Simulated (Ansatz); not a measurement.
In a (4,4) ZnO nanotube, the lowest empty band has its minimum at Γ and lies 0.045 eV higher 0.0596 Å⁻¹ away along the axis.

All values below come from PBE (plane waves to 420 eV, PAW; Ansatz, a program for electronic structure). Mesh 1×1×10. No spin polarisation. Periodic along z alone, with about 11 Å of vacuum beside it. A hypothetical model, rolled from the flat sheet. It keeps the symmetry and period of its start, so it need not be a minimum against all distortions.

### Question
Estimate the electron mass along the axis.

### Answer
For a parabola ΔE = ħ²Δk²/2m, and ħ²/2mₑ = 3.810 eV Å². So m/mₑ = 3.810 × 0.0596²/0.045 = 0.30. The curvature over a step a third as long gives 0.29; the band is close to a parabola here.
